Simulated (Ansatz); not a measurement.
Start from Be in the diamond structure (space group Fd-3m, No. 227; a = 4.874 Å; a hypothetical phase, not in the database extracts checked).

Structures relaxed with PBEsol in Ansatz (plane waves to 420 eV, PAW, no spin-orbit coupling).

Base:

Simulated powder pattern, Cu Kα1, λ = 1.54056 Å (kinematic, ideal powder, no thermal factors, no anomalous dispersion; the 8 strongest lines at most, above 2 %, up to 2θ = 90°):

```tsv
2θ (°)	I/Imax (%)	hkl
31.77	100	(111)
53.10	57	(220)
63.22	34	(311)
78.42	9.7	(400)
87.08	16	(331)
```

Now apply this change: cell and atoms relaxed at a pressure of 7.5 GPa.

After the change:

Simulated powder pattern, Cu Kα1, λ = 1.54056 Å (kinematic, ideal powder, no thermal factors, no anomalous dispersion; the 8 strongest lines at most, above 2 %, up to 2θ = 90°):

| 2θ (°) | d (Å) | I/Imax (%) | hkl |
|---|---|---|---|
| 33.24 | 2.693 | 100 | (111) |
| 55.69 | 1.649 | 58 | (220) |
| 66.42 | 1.406 | 35 | (311) |
| 82.69 | 1.166 | 10 | (400) |

The indices refer to the base's conventional cell; one index is shown for lines that coincide.

Load acts through the strain it causes; cell and atoms are relaxed under it. Stability against distortions was not tested. Competing high-pressure phases were not computed.

Ansatz is an electronic-structure program.
